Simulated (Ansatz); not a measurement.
Take ZrO$_{2}$ (space group P4_2/nmc, No. 137; a = 3.584 Å, c = 5.177 Å) as the base.

The change: cell and atoms relaxed at a pressure of 2.1 GPa.

Levels (all Ansatz, an electronic-structure program, PAW): PBEsol (420 eV, without spin-orbit coupling); PBEsol+SOC (420 eV, noncollinear with spin-orbit coupling).

The geometry is relaxed with PBEsol.

| Property | Value |
|---|---|
| PBEsol lowest conduction level above the VBM at special points | Γ 4.00 eV; X 4.44 eV; R 4.57 eV; Z 4.60 eV |
| PBEsol electron mass | 2.1 mₑ along c, 0.57 mₑ across (at Γ) |
| PBEsol smallest direct gap | 4.12 eV |
| PBEsol pressure | 2.10 GPa |

With PBEsol+SOC at the same geometry, the lowest conduction level above the VBM at special points changes from Γ 4.00 eV; X 4.44 eV; R 4.57 eV; Z 4.60 eV to Γ 4.00 eV; X 4.44 eV; R 4.56 eV; Z 4.60 eV; the electron mass stays 2.1 mₑ along c, 0.57 mₑ across (at Γ); the smallest direct gap shrinks by 0.015 eV (4.12 eV → 4.11 eV); the pressure hardly moves (2.10 GPa against 2.09 GPa).

Single points use the geometry relaxed with PBEsol. Differences between runs with and without spin-orbit coupling are approximate. Load acts through the strain it causes; cell and atoms are relaxed under it. Masses are band curvatures over ±0.01 Å⁻¹ around the edge. Whether these cells are dynamically stable was not tested. This is not the structure that ZrO2 has at room temperature and ambient pressure.
